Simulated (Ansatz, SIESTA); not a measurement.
**NaLiZnS₂ (P3m1, 5 atoms in the cell) computed with different codes at matched settings**

Relaxation of cell and atoms.

```yaml
crystal:
  lattice:
    - [3.98206, 0.00000, 0.00000]
    - [-1.99103, 3.44856, 0.00000]
    - [0.00000, 0.00000, 6.82385]
  atoms:
    - { symbol: Na, position: [0.00000, 0.00000, 0.02616] }
    - { symbol: Li, position: [0.33333, 0.66667, 0.35665] }
    - { symbol: Zn, position: [0.66667, 0.33333, 0.61163] }
    - { symbol: S, position: [0.33333, 0.66667, 0.73381] }
    - { symbol: S, position: [0.66667, 0.33333, 0.27174] }
```

Shared settings, as Ansatz (an electronic-structure program) writes them: kpoints.mp_grid.grid = 10 10 5; scf.occupations.method = fixed. Potentials and cutoffs stand in the table.

```tsv
code	model	final volume (Å³/atom)	gap on the mesh (eV)	cutoff
Ansatz	PBEsol, PAW files made with PBE	17.92	1.835	30.9 Ry
SIESTA	GGA PBEsol, numerical atomic orbitals DZP, PseudoDojo PBEsol standard norm-conserving potentials (rewritten from UPF to PSML)	18.00	1.977	grid 300 Ry
```

Gaps are read on the mesh.

The spread over the programs that give each value: final volume within 0.08 Å³/atom; gap on the mesh within 0.142 eV.

SIESTA uses small atom-centred bases, whose incompleteness enters pressures, forces and empty levels differently from a plane-wave cutoff. The programs treat the finite-basis stress differently while the cell relaxes: Ansatz adds an estimate of it.

The starting cell comes from a database of computed structures (which also holds hypothetical and non-ambient phases and stackings), without a prior relaxation at this level.

Keys are those of Ansatz 0.2.
